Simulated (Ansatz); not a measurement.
# Effort and miss along a sweep of kpoints.mp_grid.grid: BiPbBrO₂ (I4mm, 5 atoms in the cell)

```
BiPbBrO2
1.0
   -1.99853     1.99853     6.57547
    1.99853    -1.99853     6.57547
    1.99853     1.99853    -6.57547
Bi Pb Br O
1 1 1 2
Direct
  0.34043   0.34043   0.00000
  0.65217   0.65217   0.00000
  0.99405   0.99405   0.00000
  0.75667   0.25667   0.50000
  0.25667   0.75667   0.50000
```

Method: HSE06, default PAW files made with PBE (plane waves; Ansatz, a quantum-chemistry and plane-wave program).

Base settings: basis.ecutwfc = 420 eV; kpoints.mp_grid.grid = 4 4 4; hamiltonian.xc = hse06; hamiltonian.pseudopotentials = {kind: paw} (the program's default PAW files); scf.occupations.method = fixed.

Misses are taken against the tightest run, 5 5 5, which need not be fully converged itself. The energy is the free energy per atom.

Core times come from one kind of shared machine and are given to one figure; runs under 30 s give none.

The starting cell comes from a database of computed structures (which also holds hypothetical and non-ambient phases and stackings), without a prior relaxation at this level. Its lattice was rescaled by a random factor within 2.5 % of one. Ansatz's pressure includes its estimate of the finite-basis (Pulay) stress.

The runs (kpoints.mp_grid.grid): 1 1 1 | 2 2 2 | 3 3 3 | 4 4 4 | 5 5 5.

Task: Which is the coarsest setting among those run that, with all tighter ones, holds the energy within 10 meV/atom of the reference, and what does it save?

Result: 3 3 3, off by 1.7 meV/atom; it needs about 0.2 of the reference's time.

```csv
kpoints.mp_grid.grid,energy less reference (meV/atom),pressure less reference (GPa),largest difference in the force on any atom (eV/Å),core time / reference (rough)
1 1 1,915.98,10.16,4.790,–
2 2 2,22.43,0.48,0.447,–
3 3 3,1.73,-0.05,0.034,0.2
4 4 4,0.82,0.01,0.005,0.4
5 5 5,0.00,0.00,0.000,1
```

Keys are those of Ansatz 0.2.
